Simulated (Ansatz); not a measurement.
CuPd: pressure 3 GPa

The reference is CuPd in the CsCl type structure (space group Pm-3m, No. 221; a = 2.962 Å).

Modification: cell and atoms relaxed at a pressure of 3 GPa.

Level of theory: Ansatz (a program for electronic structure) PBEsol, without spin-orbit coupling. Γ-centred 16×16×16 mesh, Fermi–Dirac width 0.05 eV.

```json
[
 {"quantity": "volume per atom", "base": "12.99 Å³", "changed": "12.79 Å³", "shift": "-0.20 Å³"},
 {"quantity": "density", "base": "10.86 g/cm³", "changed": "11.04 g/cm³", "shift": "+0.171 g/cm³"},
 {"quantity": "lattice parameter a", "base": "2.962 Å", "changed": "2.946 Å", "shift": "-0.0154 Å"},
 {"quantity": "shortest interatomic distance", "base": "2.565 Å", "changed": "2.552 Å", "shift": "-0.013 Å"},
 {"quantity": "enthalpy H = E + PV relative to the base's energy", "base": "–", "changed": "+0.24 eV/atom", "shift": "–"},
 {"quantity": "band gap", "base": "zero", "changed": "zero", "shift": "–"}
]
```

Final structure:

```xyz
2
Lattice="2.9463 0.0000 0.0000 0.0000 2.9463 0.0000 0.0000 0.0000 2.9463" Properties=species:S:1:pos:R:3 pbc="T T T"
Cu     0.0000     0.0000     0.0000
Pd     1.4732     1.4732     1.4732
```

Cost of the whole job for the changed cell (relaxation, final SCF and bands): very roughly 24 core-seconds.

Load acts through the strain it causes; cell and atoms are relaxed under it. No phonon test of stability was made. All final runs are without spin polarisation.
